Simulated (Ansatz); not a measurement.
Results of r²SCAN (plane waves, PAW; Ansatz, a quantum-chemistry and plane-wave program) for TaRh3 (model structure, started from the A15 type, Pm-3n, No. 223, 8 atoms in the cell).

Settings: plane-wave cutoff 560 eV, 12×12×12 k mesh, Fermi–Dirac smearing 0.05 eV, no spin polarisation, scalar-relativistic PAW data made under PBE.

Cell (relaxed at this level):

```
CELL_PARAMETERS angstrom
      4.93270     0.00000     0.00000
      0.00000     4.93270     0.00000
      0.00000     0.00000     4.93270
ATOMIC_POSITIONS crystal
  Rh 0.25000 0.00000 0.50000
  Rh 0.75000 0.00000 0.50000
  Rh 0.00000 0.50000 0.25000
  Rh 0.00000 0.50000 0.75000
  Rh 0.50000 0.25000 0.00000
  Rh 0.50000 0.75000 0.00000
  Ta 0.00000 0.00000 0.00000
  Ta 0.50000 0.50000 0.50000
```

Task: Estimate the bulk modulus B0 that the calculation returns.

Result: 
- bulk modulus B0 = 259 GPa

Note: the run has no spin polarisation, so it can have missed a magnetic state; the bulk modulus is −V dP/dV from two relaxed cells at ±2 % in volume; the relaxation could raise the start's symmetry but not lower it, so the cell can be a saddle point.

Spin–orbit coupling is not included.

Static lattice: no zero-point or thermal effects.

The result took very roughly 12 core-minutes.

A model structure was made by putting elements into a prototype or built by hand; it is no filed structure, need not be a known phase, and can be a saddle point held by its symmetry.
